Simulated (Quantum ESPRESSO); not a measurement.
Input and output of a self-consistent single point for WC (P-6m2, 2 atoms in the cell) (Quantum ESPRESSO).

Level of theory: LDA (PZ), GBRV 1.5 ultrasoft (LDA) pseudopotentials (plane waves; Quantum ESPRESSO).

```
WC
1.0
    2.84426     0.00000     0.00000
   -1.42213     2.46320     0.00000
    0.00000     0.00000     2.76902
W C
1 1
Direct
  0.00000   0.00000   0.00000
  0.66667   0.33333   0.50000
```

Reference input (self-consistent single point, DFT, PBE, plane waves, SSSP 1.1.2 efficiency (PBE) pseudopotentials): ecutwfc = 45 Ry; ecutrho = 360 Ry; occupations = smearing; smearing = fd; degauss = 0.0073499 Ry; potentials = {W: W_pbe_v1.2.uspp.F.UPF, C: C.pbe-n-kjpaw_psl.1.0.0.UPF}; K_POINTS = automatic 9 9 8 0 0 0; conv_thr = 1e-09 Ry. This run's input differs from it in these lines:

```diff
@@ -13,4 +13,4 @@
  ntyp = 2,
- ecutwfc = 45,
- ecutrho = 360,
+ ecutwfc = 40,
+ ecutrho = 320,
  occupations = 'smearing',
@@ -23,4 +23,4 @@
 ATOMIC_SPECIES
-W    183.8400  W_pbe_v1.2.uspp.F.UPF
-C     12.0110  C.pbe-n-kjpaw_psl.1.0.0.UPF
+W    183.8400  w_lda_v1.2.uspp.F.UPF
+C     12.0110  c_lda_v1.2.uspp.F.UPF
 ATOMIC_POSITIONS {crystal}
```

The program printed (abridged):

```
     Self-consistent Calculation

     iteration #  1     ecut=    40.00 Ry     beta= 0.70

     negative rho (up, down):  6.037E-02 0.000E+00

     total energy              =    -170.54639739 Ry
     estimated scf accuracy    <       0.47983350 Ry

     iteration #  2     ecut=    40.00 Ry     beta= 0.70

     negative rho (up, down):  6.239E-02 0.000E+00

     total energy              =    -170.63793488 Ry
     estimated scf accuracy    <       0.81296678 Ry

     iteration #  3     ecut=    40.00 Ry     beta= 0.70

     negative rho (up, down):  6.254E-02 0.000E+00

     total energy              =    -170.78953620 Ry
     estimated scf accuracy    <       0.00179850 Ry

   [... 4 blocks of this kind left out ...]

     iteration #  8     ecut=    40.00 Ry     beta= 0.70

     negative rho (up, down):  6.282E-02 0.000E+00

     total energy              =    -170.78988099 Ry
     estimated scf accuracy    <          2.5E-09 Ry

     iteration #  9     ecut=    40.00 Ry     beta= 0.70

     negative rho (up, down):  6.281E-02 0.000E+00
     End of self-consistent calculation

     the Fermi energy is    22.0132 ev

!    total energy              =    -170.78988099 Ry
     estimated scf accuracy    <          2.1E-11 Ry
     smearing contrib. (-TS)   =      -0.00073322 Ry
     internal energy E=F+TS    =    -170.78914777 Ry

     convergence has been achieved in   9 iterations

     negative rho (up, down):  6.281E-02 0.000E+00

     Forces acting on atoms (cartesian axes, Ry/au):

     atom    1 type  1   force =     0.00000000    0.00000000    0.00000000
     atom    2 type  2   force =     0.00000000    0.00000000    0.00000000

     Total force =     0.000000     Total SCF correction =     0.000000

     negative rho (up, down):  6.281E-02 0.000E+00
          total   stress  (Ry/bohr**3)                   (kbar)     P=      185.75
   0.00117585   0.00000000   0.00000000          172.97        0.00        0.00
   0.00000000   0.00117585   0.00000000            0.00      172.97        0.00
   0.00000000  -0.00000000   0.00143647            0.00       -0.00      211.31

   JOB DONE.
```

The run converged in 9 iterations. Against the reference run the pressure goes from 37.16 to 18.58 GPa.

The starting cell comes from a database of computed structures (which also holds hypothetical and non-ambient phases and stackings), without a prior relaxation at this level. Its lattice was rescaled by a random factor within 2.5 % of one. Spin polarisation is off. With a pressure of about 19 GPa the cell is away from its equilibrium volume at this level.
